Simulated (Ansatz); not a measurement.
**Effect of pressure 1.8 GPa on Si**

Consider Si in the diamond structure (space group Fd-3m, No. 227; a = 5.444 Å).

Modification: a hydrostatic pressure of 1.8 GPa.

Calculations: DFT with r2SCAN, PAW potentials and a 500 eV plane-wave cutoff in Ansatz (an electronic-structure program), without spin-orbit coupling, earlier PAW set. Settings: 10×10×10 k-points, 0.05 eV Fermi–Dirac smearing.

| quantity | base | changed | shift |
|---|---|---|---|
| volume per atom | 20.17 Å³ | 19.81 Å³ | -0.36 Å³ |
| density | 2.31 g/cm³ | 2.35 g/cm³ | +0.04 g/cm³ |
| lattice parameter a | 5.444 Å | 5.412 Å | -0.0325 Å |
| enthalpy H = E + PV relative to the base's energy | – | +0.22 eV/atom | – |
| band gap | 0.78 eV | 0.74 eV | -0.032 eV |
| gap character | indirect, Γ → Γ–X (87 % along) | indirect, Γ → Γ–X (87 % along) | – |
| smallest direct gap | 2.74 eV | 2.75 eV | +0.01 eV |
| mean gap deformation potential ΔEg/Δln V | – | +1.8 eV | – |
| width of the top valence band | 4.00 eV | 4.08 eV | +0.08 eV |
| electron mass | 0.91 mₑ along k, 0.19 mₑ across (off the special points) | 0.91 mₑ along k, 0.19 mₑ across (off the special points) | – |
| hole mass (degenerate bands, along [100]) | 0.17, 0.25, 0.25 mₑ (at Γ) | 0.18, 0.25, 0.25 mₑ (at Γ) | – |
| valley order (the lowest conduction-band minima on the path, energy above the VBM, named in the base's zone) | a point along ⟨100⟩, about 1.0 Å⁻¹ from Γ 0.78 eV; L along ⟨111⟩ 1.84 eV | a point along ⟨100⟩, about 1.0 Å⁻¹ from Γ 0.74 eV; L along ⟨111⟩ 1.91 eV | – |

Final structure:

```
Si
1.0
    0.00000     2.70576     2.70576
    2.70576     0.00000     2.70576
    2.70576     2.70576     0.00000
Si
2
Direct
  0.50000   0.50000   0.50000
  0.75000   0.75000   0.75000
```

Load acts through the strain it causes; cell and atoms are relaxed under it. Masses are band curvatures over ±0.01 Å⁻¹ around the edge. Along k means along the line from Γ to the band edge. Stability against distortions was not tested.
